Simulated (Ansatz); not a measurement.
ZnSe (F-43m): ε∞ = 7.507, static ε₀ = 10.11, effective LO energy 31.3 meV, hole mass 0.683 mₑ (band masses from r2SCAN with spin-orbit coupling, rigid bands (Ansatz, an electronic-structure program), cell and atoms relaxed with r2SCAN; dielectric constants and zone-centre modes from LDA run with Ansatz on its own relaxed cell).

Work out the Fröhlich coupling α = (1/ε∞ − 1/ε₀) √(m Ry/ħω_LO) and what it means for transport at 300 K.

1/ε∞ − 1/ε₀ = 0.0343 and √(m × 13.606 eV/ħω) = 17.2, so α = 0.591; in weak coupling the polaron mass is about m(1 + α/6). By the iterated Boltzmann equation for weak coupling, the polar-phonon-limited mobility is 107 cm²/(V·s) at 300 K (220 at 200 K, 77 at 400 K).

Model: isotropic Fröhlich coupling of one parabolic band to one effective longitudinal optical (LO) phonon, from the dielectric constants and phonon modes at the zone centre, chosen so that α equals the sum over the polar modes. Acoustic, nonpolar, intervalley and impurity scattering are left out, and they lower the mobility further; with several valleys or bands the averaged mass is a rough stand-in. Semilocal functionals tend to overestimate ε∞, which makes α low and the mobility high.
